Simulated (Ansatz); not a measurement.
Results of r²SCAN+rVV10 (PAW; Ansatz, a program for electronic structure) for Ga₂O₃ (model structure, started from the Al2S3 type, Cc, No. 9, 10 atoms in the cell).

Numerical settings: plane-wave cutoff 560 eV, 8×8×8 k mesh, Fermi–Dirac smearing 0.01 eV, scalar-relativistic PAW data made under PBE.

Cell (relaxed at this level):

```cif
data_Ga8O12
_chemical_formula_sum 'Ga8 O12'
_space_group_name_H-M_alt 'Cc'
_space_group_IT_number 9
_space_group_name_Hall 'C -2yc'
_cell_length_a 9.49851
_cell_length_b 5.85108
_cell_length_c 5.22757
_cell_angle_alpha 90.000
_cell_angle_beta 115.637
_cell_angle_gamma 90.000
loop_
_space_group_symop_operation_xyz
  'x, y, z'
  'x, -y, z+1/2'
  'x+1/2, y+1/2, z'
  'x+1/2, -y+1/2, z+1/2'
loop_
_atom_site_label
_atom_site_type_symbol
_atom_site_symmetry_multiplicity
_atom_site_Wyckoff_symbol
_atom_site_fract_x
_atom_site_fract_y
_atom_site_fract_z
_atom_site_occupancy
Ga1 Ga 4 a 0.42513 0.37308 0.02491 1
Ga2 Ga 4 a 0.26663 0.10361 0.42571 1
O1 O 4 a 0.33804 0.62131 0.12751 1
O2 O 4 a 0.12627 0.05649 0.60436 1
O3 O 4 a 0.38543 0.12388 0.19247 1
```
(The calculation used a cell of 10 atoms; values per cell refer to that cell.)

Problem. Give the computed band gap and smallest direct gap on the k points sampled.

Solution. 
- band gap: 3.04 eV (indirect)
- smallest direct gap on the k points sampled: 3.17 eV

Note: the relaxation could raise the start's symmetry but not lower it, so the cell can be a saddle point.

Spin–orbit coupling is not included.

The computed numbers hold no vibrational or temperature effects.

Cost on a shared machine: roughly 5 core-minutes.

A model structure was made by putting elements into a prototype or built by hand; it is no filed structure, need not be a known phase, and can be a saddle point held by its symmetry.
